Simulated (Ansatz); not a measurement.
The starting structures come from a database of crystals and need not be the phases stable at ambient conditions.

 Where the default PAW files enter, the runs use the earlier of Ansatz's two default sets.

Crystal: ScF3 (R32, not sure to be the ambient phase, 4 atoms a cell, 16.5 Å³ an atom); planes in its conventional cell.

Computed with r2SCAN (plane waves, PAW; Ansatz, an electronic-structure program).

The gap is the functional's own. No spin-orbit coupling. Mid-gap values are interpolated on the energy grid.

```
plane  area of the cell (Å²)  mid-gap κ (1/Å)  largest κ in the gap (1/Å)
-----  ---------------------  ---------------  --------------------------
(110)                   23.1             0.58                        0.58
(100)                   40.0              [?]                         [?]
(001)                   28.3              [?]                         [?]
```

### Question
The slowest decay depends on the direction. Supply the withheld values.

### Answer

- (100), mid-gap κ (1/Å): 0.56
- (100), largest κ in the gap (1/Å): 0.56
- (001), mid-gap κ (1/Å): 0.65
- (001), largest κ in the gap (1/Å): 0.65
